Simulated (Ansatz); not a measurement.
**C: response to strain**

The parent structure is C in the diamond structure (space group Fd-3m, No. 227; a = 3.554 Å). Axes: x, y, z lie along the cube axes.

Strains are applied to the cell and any free atomic positions relax; under biaxial strain the out-of-plane vector relaxes too; under stress the whole cell relaxes.

Computed with plane-wave PAW DFT at the PBEsol level (Ansatz, an electronic-structure program, 420 eV), spin-orbit coupling left out, earlier PAW set.

Candidates:
(a) biaxial strain −1.20 %, plane normal [001], relaxed out of plane
(b) isotropic strain +0.33 %
(c) strain tensor (xx, yy, zz, yz, xz, xy) = (+1.41, −1.82, −0.11, −0.09, +0.87, −0.05) %
(d) strain tensor (xx, yy, zz, yz, xz, xy) = (−1.72, +0.06, +0.36, −0.31, +1.67, −0.98) %
(e) uniaxial stress, 8 GPa tension along x

Base values:

The band gap comes out as 4.04 eV.

Question: Order them by band gap, highest first.

Answer: (b) isotropic strain +0.33 % (4.01 eV), (e) uniaxial stress, 8 GPa tension along x (3.91 eV), (a) biaxial strain −1.20 %, plane normal [001], relaxed out of plane (3.88 eV), (d) strain tensor (xx, yy, zz, yz, xz, xy) = (−1.72, +0.06, +0.36, −0.31, +1.67, −0.98) % (3.53 eV), (c) strain tensor (xx, yy, zz, yz, xz, xy) = (+1.41, −1.82, −0.11, −0.09, +0.87, −0.05) % (3.38 eV)

Stability under load was not tested beyond the relaxation.
